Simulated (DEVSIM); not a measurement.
Structure: illuminated Si n-on-p cell, one wavelength, at 300 K.

Layer 1 from the left is Si, thickness (μm) 0.0600, Nd (cm⁻³) 3.4e18, τn (s) 2.3e-8, τp (s) 1.4e-7, absorption coefficient (cm⁻¹) 680. Layer 2 from the left is Si, thickness (μm) 200, Na (cm⁻³) 3.2e16, τn (s) 1.8e-7, τp (s) 1.8e-7, absorption coefficient (cm⁻¹) 680.

Left contact: ohmic, minority hole recombination velocity 2000 cm/s. Right contact: ohmic, minority electron recombination velocity 500 cm/s. Voltage is applied to the left contact. Recombination: SRH at mid-gap, radiative, Auger. Light enters at the left, 2.3e18 photons cm⁻² s⁻¹, one pass, no reflection. Mobility is μmin + (μ − μmin)/(1 + (N/Nref)^α).

The device is made up for the run: typed textbook-type constants, with dimensions and the other settings drawn at random. Values at 300 K.

Si: gap (eV) 1.124, affinity (eV) 4.05, permittivity 11.7, Nc (cm⁻³) 2.86e19, Nv (cm⁻³) 3.1e19, μn (cm²/Vs) 1417, μp (cm²/Vs) 470, μn,min 52, μp,min 45, Nref,n 9.7e16, Nref,p 2.2e17, αn 0.68, αp 0.72, B (cm³/s) 4.7e-15, Cn (cm⁶/s) 2.8e-31, Cp (cm⁶/s) 9.9e-32.

DEVSIM, 1D drift-diffusion, Boltzmann statistics, complete ionisation; no tunnelling, impact ionisation, image-force lowering or self-heating.

Dark forward current:

```csv
|V| (V),|J| (A/cm²)
0.05,1.251e-8
0.10,4.440e-8
0.15,1.322e-7
0.20,3.827e-7
0.25,1.136e-6
0.30,3.634e-6
0.35,1.336e-5
0.40,5.944e-5
0.45,0.0003181
0.50,0.001934
0.55,0.01256
0.60,0.08251
0.65,0.4878
0.70,1.976
0.75,4.901
0.80,8.842
0.85,13.43
0.90,18.51
0.95,23.99
1.00,29.86
1.05,36.11
1.10,42.75
1.15,49.83
1.20,57.35
1.25,65.38
1.30,73.94
```

**Question.** Work out the local ideality factor n = ΔV / (kT/q · ln(J2/J1)) between the rows 0.15 and 0.20 V, 0.55 and 0.60 V, 1.25 and 1.30 V.

**Answer.** kT/q = 25.85 mV. From 0.15 to 0.20 V: ln(3.827e-7/1.322e-7) = 1.063, n = 1.82. From 0.55 to 0.60 V: ln(0.08251/0.01256) = 1.882, n = 1.03, near the 1 of diffusion or emission over a barrier. From 1.25 to 1.30 V: ln(73.94/65.38) = 0.123, n = 15.72.

**Question.** What current could the absorbed light give at most, and what share is collected?

**Answer.** Σ αd = 13.6, so qΦ(1 − exp(−Σ αd)) = 369 mA/cm². The simulated short-circuit current is 221.1 mA/cm², a share of 0.60.

**Question.** Estimate the open-circuit voltage by superposition: the voltage at which the dark current equals that short-circuit current.

**Answer.** Interpolating ln J in the table gives 0.628 V. The simulation gives 0.625 V; the estimate lies 3 mV above. Superposition holds where collection doesn't change with voltage.

**Question.** Estimate the fill factor from FF0 = (v − ln(v + 0.72))/(v + 1), v = qVoc/(nkT), with n from the dark curve.

**Answer.** The rows about Voc, 0.60 and 0.65 V, give n = 1.09, so v = 22.2 and FF0 = 0.822. The simulation gives 0.825, the same within the digits that matter.
